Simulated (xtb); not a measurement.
xtb 6.7.1, GFN2-xTB: Hf(OEt)2(NH2)2 (CC[O][Hf]([NH2])([NH2])[O]CC), 23 atoms. The geometry is a generated start, not checked to be a minimum at this level.

```yaml
method: GFN2-xTB
"--acc": 1 (default)
"--etemp (K)": 300 (default)
detailed input (--input): "none: ANC optimiser, Lindh (1995) Hessian, microcycle=20, maxdispl=1.0, hlow=0.01 (default)"
basis_functions: 56
valence_electrons: 56
```

```xyz
23

Hf     0.1347     1.1406     0.7750
O     -1.5933     0.7575     0.1696
C     -1.6399    -0.5203    -0.3893
C     -3.0880    -0.9974    -0.5358
H     -1.1671    -0.5066    -1.3906
H     -1.0916    -1.2382     0.2607
H     -3.6324    -0.3089    -1.1778
H     -3.1182    -1.9946    -0.9680
H     -3.5667    -1.0120     0.4408
O      1.4068     0.7476    -0.5492
C      2.0462    -0.4837    -0.4001
C      2.3821    -1.0965    -1.7641
H      2.9843    -0.3461     0.1686
H      1.3964    -1.1890     0.1664
H      3.0421    -0.4262    -2.3107
H      2.8727    -2.0579    -1.6377
H      1.4707    -1.2312    -2.3434
N      0.2346     3.0949     1.2145
H     -0.6773     3.5527     1.1161
H      0.8725     3.5984     0.5900
N      0.3629     0.0634     2.4693
H     -0.5514    -0.0871     2.9097
H      0.9200     0.5406     3.1861
```

Charge 0 and multiplicity 1 are set for this test and not shown to be the ground state.

The structure is relaxed from this start with --opt LEVEL for the levels crude, sloppy, loose, lax, normal, tight, vtight, extreme, once each. Up to the end of the extreme run atoms move by at most 1.9 Å along an axis.

Question: Which level is enough to come within 1 meV of the tightest end point?

Answer: normal: 116 cycles against 134, ending 0.35 meV above.

```json
[
 {"level": "crude", "cycles": "1", "energy above the extreme run (meV)": "480", "gradient norm (eV/Å)": "0.12"},
 {"level": "sloppy", "cycles": "1", "energy above the extreme run (meV)": "480", "gradient norm (eV/Å)": "0.12"},
 {"level": "loose", "cycles": "1", "energy above the extreme run (meV)": "480", "gradient norm (eV/Å)": "0.12"},
 {"level": "lax", "cycles": "1", "energy above the extreme run (meV)": "480", "gradient norm (eV/Å)": "0.12"},
 {"level": "normal", "cycles": "116", "energy above the extreme run (meV)": "0.35", "gradient norm (eV/Å)": "0.036"},
 {"level": "tight", "cycles": "119", "energy above the extreme run (meV)": "0.21", "gradient norm (eV/Å)": "0.041"},
 {"level": "vtight", "cycles": "129", "energy above the extreme run (meV)": "under 0.01", "gradient norm (eV/Å)": "0.0027"},
 {"level": "extreme", "cycles": "134", "energy above the extreme run (meV)": "—", "gradient norm (eV/Å)": "0.0010"}
]
```
